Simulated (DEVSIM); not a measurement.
System: abrupt Si p-n junction, at 300 K.

Layer 1 from the left is Si, thickness (μm) 0.0700, Na (cm⁻³) 9.5e17, τn (s) 8.5e-6, τp (s) 8.5e-6. Layer 2 from the left is Si, thickness (μm) 1.60, Nd (cm⁻³) 6.2e16, τn (s) 8.5e-6, τp (s) 8.5e-6.

Left contact: ohmic. Right contact: ohmic. Voltage is applied to the left contact. Recombination: SRH at mid-gap, Auger. Mobility is μmin + (μ − μmin)/(1 + (N/Nref)^α).

Constants are typed, rounded textbook-type inputs, not results; the design itself was drawn at random and stands for no fabricated device. Values at 300 K.

Si: gap (eV) 1.124, affinity (eV) 4.05, permittivity 11.7, Nc (cm⁻³) 2.86e19, Nv (cm⁻³) 3.1e19, μn (cm²/Vs) 1417, μp (cm²/Vs) 470, μn,min 52, μp,min 45, Nref,n 9.7e16, Nref,p 2.2e17, αn 0.68, αp 0.72, Cn (cm⁶/s) 2.8e-31, Cp (cm⁶/s) 9.9e-32.

Task: Estimate by hand the built-in potential, the peak field at zero bias, the capacitance at -0.6 V, and compare with a numerical solution.

Result: 
- Built-in potential: ni = √(Nc Nv) exp(−Eg/2kT) = 1.08e10 cm⁻³ with Eg = 1.124 eV; Vbi = kT/q ln(Na Nd/ni²) = 0.875 V; numerical 0.875 V.
- Peak field at zero bias: depletion approximation: W = √(2εVbi/(qN)) = 0.139 μm with N = 5.82e16 cm⁻³; field = 2Vbi/W = 126000 V/cm; numerical 123000 V/cm (estimate above by 1.7 %).
- Capacitance at -0.6 V: C = √(qεN / 2(Vbi + |V|)) = 57.2 nF/cm²; numerical 58.3 nF/cm² (estimate below by 1.8 %).

DEVSIM, 1D drift-diffusion, Boltzmann statistics, complete ionisation; no tunnelling, impact ionisation, image-force lowering or self-heating.
